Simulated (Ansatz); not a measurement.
Consider this model of amorphous Si14B14C14N28.

```
CELL_PARAMETERS angstrom
      9.41101    -0.23657    -0.32854
     -0.23657     9.39662    -0.17911
     -0.32854    -0.17911     9.29310
ATOMIC_POSITIONS crystal
  Si 0.62809 0.60739 0.09782
  Si 0.29611 0.98873 0.61507
  Si 0.43867 0.01750 0.96267
  Si 0.94257 0.54034 0.16095
  Si 0.18565 0.30645 0.39329
  Si 0.66321 0.36200 0.56145
  Si 0.87575 0.22631 0.32277
  Si 0.67340 0.38933 0.83141
  Si 0.53935 0.83354 0.72296
  Si 0.82617 0.65532 0.69159
  Si 0.46450 0.73582 0.44654
  Si 0.44818 0.30923 0.03160
  Si 0.34056 0.74898 0.13202
  Si 0.36006 0.51700 0.87965
  B  0.06930 0.77928 0.60279
  B  0.13770 0.63138 0.77212
  B  0.87376 0.68291 0.98487
  B  0.89422 0.47495 0.44710
  B  0.85816 0.96176 0.27988
  B  0.68827 0.15637 0.14695
  B  0.51069 0.41754 0.29898
  B  0.32216 0.50158 0.24671
  B  0.12458 0.59749 0.39605
  B  0.50251 0.14030 0.67764
  B  0.21286 0.97046 0.10121
  B  0.16112 0.10266 0.86938
  B  0.38811 0.24877 0.45355
  B  0.10571 0.84246 0.32472
  C  0.63074 0.78905 0.55171
  C  0.84661 0.37213 0.07514
  C  0.37798 0.71589 0.65659
  C  0.13436 0.62337 0.93495
  C  0.20398 0.24806 0.81829
  C  0.43628 0.63488 0.27152
  C  0.55414 0.15455 0.04808
  C  0.21280 0.86568 0.20643
  C  0.65445 0.78445 0.88074
  C  0.10758 0.93300 0.68318
  C  0.15815 0.75150 0.46548
  C  0.30969 0.80406 0.53459
  C  0.57696 0.76758 0.00068
  C  0.15372 0.29758 0.69013
  N  0.29724 0.61830 0.73356
  N  0.51596 0.34579 0.43328
  N  0.04716 0.20911 0.31891
  N  0.57833 0.55899 0.26387
  N  0.54433 0.47240 0.95330
  N  0.79249 0.73265 0.86181
  N  0.00863 0.65206 0.67471
  N  0.97127 0.55212 0.35445
  N  0.25492 0.05190 0.99133
  N  0.38906 0.37244 0.19264
  N  0.20882 0.48639 0.33812
  N  0.26648 0.60447 0.01544
  N  0.40177 0.13401 0.55128
  N  0.96528 0.88519 0.30793
  N  0.76053 0.74844 0.55021
  N  0.71147 0.49894 0.68821
  N  0.45650 0.84456 0.02282
  N  0.80433 0.64630 0.11298
  N  0.06418 0.99448 0.79712
  N  0.76162 0.06902 0.26367
  N  0.32334 0.33372 0.88438
  N  0.12785 0.34687 0.57547
  N  0.82053 0.37482 0.93766
  N  0.45185 0.00896 0.76295
  N  0.61239 0.25089 0.70263
  N  0.02005 0.63646 0.01672
  N  0.81625 0.34707 0.46337
  N  0.78321 0.28869 0.16869
```

Methods: PBE, scalar-relativistic without spin-orbit coupling (Ansatz, a program for electronic structure); r2SCAN, scalar-relativistic without spin-orbit coupling (Ansatz); HSE06, scalar-relativistic without spin-orbit coupling (Ansatz). Neutral PBE cell, which sets geometry, pressure and energy: sampling: a 2×2×2 Γ-centred mesh; Fermi-Dirac width 0.02 eV; no spin polarisation. Exact exchange is cut at the faces of this 9 Å cell, which leaves hybrid gaps a finite-size error.

Preparation: random packing, a CHGNet melt and quench, and a DFT relaxation. N atoms were pushed apart under 1.9 Å during the dynamics, to hinder bonds among them. The hot cell started wider than the set density and was brought back towards it in steps. It is the lowest in DFT energy of 2 quenches. It is a model cell: composition and starting density were chosen by hand, and all elements were melted together. No dispersion term was used. Its density started from a set value of 2.15 and ended at 2.24 g/cm³. The simulated quench (nominally 500 K/ps over its main leg) is rapid and tends to freeze in more defects than a deposited or slowly cooled glass has. One small periodic cell is one sample of the glass; other quenches scatter about these values. Volume and shape were free in the relaxation.

Question: Give the pressure and the spacing of the highest filled and lowest empty levels.

Answer: 
```json
{
 "Pressure on a 2×2×2 Γ-centred mesh": "-0.01 GPa",
 "Largest force and stress component on that mesh (the relaxation ran on the zone centre alone)": "0.45 eV/Å and 0.1 GPa",
 "Gap on a 2×2×2 Γ-centred mesh (PBE)": "0.48 eV",
 "Gap at the zone centre (PBE)": "0.77 eV",
 "Gap at the zone centre (r2SCAN)": "0.85 eV",
 "Level spacing at the Fermi energy at the zone centre (HSE06, a state with unpaired spins)": "1.20 eV",
 "Distance between the nearest levels spread over more than a fifth of the atoms or a third of the atoms of their main element (six at least) (PBE, zone centre)": "0.77 eV"
}
```

Question: At PBE and the zone centre, how localised are the states just below and above the Fermi level (participation number: the atoms over which a state spreads)?

Answer: The highest filled state is spread over 18.1 atoms' worth, largest on C32, with weights by element (charge in smoothed Voronoi cells) N 0.37, B 0.28, C 0.25. The lowest empty state is spread over 14.8 atoms' worth, largest on N61, with weights by element (charge in smoothed Voronoi cells) C 0.33, N 0.33, B 0.23.

Neighbours within Si-Si 2.60 Å, Si-B 2.28 Å, Si-C 2.19 Å, Si-N 2.12 Å, B-B 1.97 Å, B-C 1.87 Å, B-N 1.76 Å, C-C 1.78 Å, C-N 1.72 Å, N-N 1.70 Å count as bonded. Two cations that share two anions don't count as bonded, nor two that share one unless they lie closer than Si-Si 2.38 Å, Si-B 2.09 Å, Si-C 2.00 Å, B-B 1.80 Å, B-C 1.71 Å, C-C 1.63 Å.

Added carriers, by PBE, scalar-relativistic without spin-orbit coupling run with Ansatz on the zone centre alone. Charged cells keep the cell fixed and stand in a uniform background, with no image correction, at a width of 0.01 eV; where the count is odd the moment is locked at 1 μB, unless the neutral cell bore moments. Each starts from the undistorted neutral geometry alone. PBE's self-interaction favours spread-out carriers, so it can miss traps that a hybrid finds.

Question: What happens at PBE when the cell takes an extra electron and the atoms relax?

Answer: Relaxation lowers the charged cell by 0.14 eV. The largest moves are C38 0.09 Å, N49 0.07 Å, B15 0.07 Å, Si2 0.05 Å. The level that holds the added charge spreads over 14.7 atoms' worth, most on N61 (weight 0.16): a partly localised carrier. No bond crosses its cut-off with a change of over 0.15 Å. Made neutral again at that geometry, the cell lies +0.15 eV from the neutral start (a closed shell was imposed there, with levels 0.59 eV apart, so this is an upper bound).

Question: What happens at PBE when the cell takes a hole and the atoms relax?

Answer: Relaxation lowers the charged cell by 0.26 eV. The largest moves are B18 0.23 Å, N49 0.20 Å, C38 0.14 Å, Si7 0.13 Å. The level that was emptied spreads over 19.3 atoms' worth, most on C32 (weight 0.13): a carrier spread over the cell. No bond crosses its cut-off with a change of over 0.15 Å. Made neutral again at that geometry, the cell lies +0.22 eV from the neutral start (a closed shell was imposed there, with levels 0.44 eV apart, so this is an upper bound).

A PBE run started with 1 μB on atoms that lack a bond or may hold spare charge lost its moments; other starts weren't tried.
